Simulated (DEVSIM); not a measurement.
Structure: Ni/AlN/p-Ge capacitor, at 400 K.

```
layer (left to right)  material  thickness (nm)  Na (cm⁻³)
---------------------  --------  --------------  ---------
1                           AlN            17.0          -
2                            Ge           14000     1.9e15
```

Metal gate on the left, work function 5.1 eV. Fixed charge at the semiconductor interface 0 cm⁻² (in units of +e); no interface traps.

Constants are typed, rounded textbook-type inputs, not results; the design itself was drawn at random and stands for no fabricated device. Values at 300 K; Nc and Nv go as T^1.5, mobilities as T to minus their exponent, the gap by Varshni's rule with the affinity fixed.

```tsv
parameter	AlN	Ge
gap (eV)	6.1	0.664
affinity (eV)	1.9	4
permittivity	8.5	16
Nc (cm⁻³)	-	1.04e19
Nv (cm⁻³)	-	6e18
Varshni α (eV/K)	-	0.000477
Varshni β (K)	-	235
```

Model (solved in DEVSIM): 1D Poisson equation in equilibrium, Boltzmann statistics, complete ionisation; no quantum confinement or tunnelling. Metal contacts follow the ideal Schottky-Mott rule: no Fermi-level pinning, no interface dipoles.

The AlN thickness was swept, all else fixed.

```
AlN thickness (μm)  capacitance of the dielectric stack (μF/cm²)  minimum of the low-frequency capacitance (μF/cm²)
------------------  --------------------------------------------  -------------------------------------------------
0.0068                                                      1.11                                              0.124
0.0094                                                     0.801                                              0.119
0.012                                                      0.627                                              0.114
0.014                                                      0.538                                              0.110
0.017                                                      0.443                                              0.106
0.02                                                       0.376                                              0.101
```

From the first row to the last the capacitance of the dielectric stack goes from 1.11 to 0.376. From the first row to the last the minimum of the low-frequency capacitance goes from 0.124 to 0.101.
